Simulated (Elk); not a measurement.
# Worked example: self-consistent single point of BaMg₆Mo (P4/mmm, 8 atoms in the cell) in Elk

Method: PBEsol, all-electron FP-LAPW, Elk's shipped species files, APW+lo basis with extra local orbitals (Elk 10.2.4).

Input as run:

```
tasks
  0

xctype
  22

rgkmax
  8.0

gmaxvr
  16.0

nxlo
  2

lorbcnd
  .true.

lmaxi
  2

swidth
  0.00183747

maxscl
  100

scale
  1.889726125

avec
    6.7781400000    0.0000000000    0.0000000000
    0.0000000000    6.7781400000    0.0000000000
    0.0000000000    0.0000000000    4.2951700000

sppath
  'species/'

atoms
  3
  'Ba.in'
  1
  0.0000000000  0.0000000000  0.5000000000    0.0 0.0 0.0
  'Mg.in'
  6
  0.0000000000  0.5000000000  0.5000000000    0.0 0.0 0.0
  0.5000000000  0.0000000000  0.5000000000    0.0 0.0 0.0
  0.7101500000  0.2898500000  0.0000000000    0.0 0.0 0.0
  0.2898500000  0.7101500000  0.0000000000    0.0 0.0 0.0
  0.7101500000  0.7101500000  0.0000000000    0.0 0.0 0.0
  0.2898500000  0.2898500000  0.0000000000    0.0 0.0 0.0
  'Mo.in'
  1
  0.5000000000  0.5000000000  0.5000000000    0.0 0.0 0.0

ngridk
  3 3 5
```

Output (repeated stretches shortened):

```
│ Elk code version 10.2.4 │

All units are atomic (Hartree, Bohr, etc.)

│ Ground-state run starting from atomic densities │

Lattice vectors :
   12.80882824       0.000000000       0.000000000
   0.000000000       12.80882824       0.000000000
   0.000000000       0.000000000       8.116694960

Unit cell volume      :    1331.674331
Brillouin zone volume :   0.1862694261

Muffin-tin inner radius fraction :   0.1000000000E-01

Nuclei treated as point charges

Species :    1 (Ba)
 parameters loaded from : Ba.in
 name : barium
 nuclear charge    :   -56.00000000
 electronic charge :    56.00000000
 atomic mass :    250331.8069
 muffin-tin radius :    2.800000000
 number of radial points in muffin-tin :    697
 atomic positions (lattice), magnetic fields (Cartesian) :
   1 :   0.00000000  0.00000000  0.00000000    0.00000000  0.00000000  0.00000000

Species :    2 (Mg)
 parameters loaded from : Mg.in
 name : magnesium
 nuclear charge    :   -12.00000000
 electronic charge :    12.00000000
 atomic mass :    44305.30462
 muffin-tin radius :    2.200000000
 number of radial points in muffin-tin :    397
 atomic positions (lattice), magnetic fields (Cartesian) :
   1 :   0.00000000  0.50000000  0.00000000    0.00000000  0.00000000  0.00000000
   2 :   0.50000000  0.00000000  0.00000000    0.00000000  0.00000000  0.00000000
   3 :  -0.28985000  0.28985000  0.50000000    0.00000000  0.00000000  0.00000000
   4 :   0.28985000 -0.28985000  0.50000000    0.00000000  0.00000000  0.00000000
   5 :  -0.28985000 -0.28985000  0.50000000    0.00000000  0.00000000  0.00000000
   6 :   0.28985000  0.28985000  0.50000000    0.00000000  0.00000000  0.00000000

Species :    3 (Mo)
 parameters loaded from : Mo.in
 name : molybdenum
 nuclear charge    :   -42.00000000
 electronic charge :    42.00000000
 atomic mass :    174887.9212
 muffin-tin radius :    2.600000000
 number of radial points in muffin-tin :    597
   [... lines left out ...]
Maximum |G| for potential and density :    16.00000000
 potential will be trimmed for |G| > 2 gkmax
Constant for pseudocharge density :   11
Radial integration step length :    4

G-vector grid sizes :     70    70    42
Number of G-vectors :    92165

Maximum angular momentum used for
 APW functions                      :    8
 outer part of muffin-tin           :    6
 inner part of muffin-tin           :    2

Total nuclear charge    :   -170.0000000
Total core charge       :    76.00000000
Total valence charge    :    94.00000000
Total excess charge     :    0.000000000
Total electronic charge :    170.0000000

Effective Wigner radius, rₛ :    1.232026831

Number of empty states         :   32
Total number of valence states :   79
Total number of core states    :   76

Conduction state local-orbitals added automatically
Total number of local-orbitals :  580

Exchange-correlation functional :     22     0     0
 PBEsol, Phys. Rev. Lett. 100, 136406 (2008)
 gradient requirement :    1
 generalised gradient approximation (GGA)

Smearing type :    3
 Fermi-Dirac
Smearing width :   0.1837470000E-02
Effective electronic temperature (K) :    580.2271348

Mixing type :    3
 Broyden mixing, J. Phys. A: Math. Gen. 17, L317 (1984)

Kohn-Sham potential initialised from atomic data
│ Self-consistent loop started │
│ Loop number : 1 │
 total energy                :     -13382.6067022
│ Loop number : 2 │
 total energy                :     -13383.1268328
RMS change in Kohn-Sham potential (target) :   0.6166269697     (  0.1000000000E-05)
Absolute change in total energy (target)   :   0.5201305751     (  0.1000000000E-03)
│ Loop number : 3 │
 total energy                :     -13379.0889571
RMS change in Kohn-Sham potential (target) :   0.6109978817     (  0.1000000000E-05)
Absolute change in total energy (target)   :    3.907843046     (  0.1000000000E-03)
│ Loop number : 4 │
 total energy                :     -13388.5787601
RMS change in Kohn-Sham potential (target) :   0.4271694007     (  0.1000000000E-05)
Absolute change in total energy (target)   :    8.512842224     (  0.1000000000E-03)
│ Loop number : 5 │
 total energy                :     -13383.8877571
RMS change in Kohn-Sham potential (target) :   0.2466581567     (  0.1000000000E-05)
Absolute change in total energy (target)   :    2.562792440     (  0.1000000000E-03)
   [... lines left out ...]
Absolute change in total energy (target)   :   0.1777005742E-02 (  0.1000000000E-03)
│ Loop number : 14 │
 total energy                :     -13383.1508899
RMS change in Kohn-Sham potential (target) :   0.6419419075E-05 (  0.1000000000E-05)
Absolute change in total energy (target)   :   0.2119987410E-02 (  0.1000000000E-03)
│ Loop number : 15 │
 total energy                :     -13383.1501784
RMS change in Kohn-Sham potential (target) :   0.1156821866E-05 (  0.1000000000E-05)
Absolute change in total energy (target)   :   0.1241498645E-02 (  0.1000000000E-03)
│ Loop number : 16 │
 total energy                :     -13383.1501078
RMS change in Kohn-Sham potential (target) :   0.8083687949E-06 (  0.1000000000E-05)
Absolute change in total energy (target)   :   0.3809968021E-03 (  0.1000000000E-03)
│ Loop number : 17 │
 total energy                :     -13383.1501175
RMS change in Kohn-Sham potential (target) :   0.8933114875E-07 (  0.1000000000E-05)
Absolute change in total energy (target)   :   0.8557113506E-04 (  0.1000000000E-03)
Convergence targets achieved

│ Loop number : 18 │

Energies :
 Fermi                       :     0.171422255287
 sum of eigenvalues          :     -8054.91637021
 electron kinetic            :      14079.6102208
 core electron kinetic       :      13325.8756173
 Coulomb                     :     -27049.7715039
 Coulomb potential           :     -21592.8268400
 nuclear-nuclear             :     -1062.82307933
 electron-nuclear            :     -30381.0700091
 Hartree                     :      4394.12158454
 Madelung                    :     -16253.3580839
 xc potential                :     -541.699750969
 exchange                    :     -404.022323568
 correlation                 :     -8.96456950795
 electron entropic           :    -0.194217015104E-02
 total energy                :     -13383.1501184

Density of states at Fermi energy :    175.5863231
 (states/Hartree/unit cell)

Estimated indirect band gap :   0.3544016589E-02
 from k-point      3 to k-point      6
Estimated direct band gap   :   0.4135900061E-02
 at k-point      6

Charges :
 core                        :    76.00000000
 valence                     :    94.00000000
 interstitial                :    12.97322414
 muffin-tins (core leakage)
  species :    1 (Ba)
   atom    1                 :    53.79364404     (  0.5393238766E-05)
  species :    2 (Mg)
   atom    1                 :    10.46096848     (  0.6661338148E-15)
   atom    2                 :    10.46096848     (  0.6661338148E-15)
   atom    3                 :    10.51903530     (  0.6661338148E-15)
   atom    4                 :    10.51903530     (  0.6661338148E-15)
   atom    5                 :    10.51903530     (  0.6661338148E-15)
   atom    6                 :    10.51903530     (  0.6661338148E-15)
  species :    3 (Mo)
   atom    1                 :    40.23505366     (  0.2999500879E-06)
 total in muffin-tins        :    157.0267759
 total calculated charge     :    169.9678449
 total charge                :    170.0000000
 error                       :   0.3215506137E-01

│ Self-consistent loop stopped │
```

The run converged in 18 iterations. The count includes the last loop, which Elk runs after its targets are met.

The starting cell comes from a database of computed structures (which also holds hypothetical and non-ambient phases and stackings), without a prior relaxation at this level. Spin polarisation is off. Values depend on the basis (sphere radii, cutoffs, local orbitals), which need not be converged. The log's line on a gap gives a spacing of levels on this mesh, which the program prints for metals too.

Cost on one core of a shared machine: roughly 2 min.
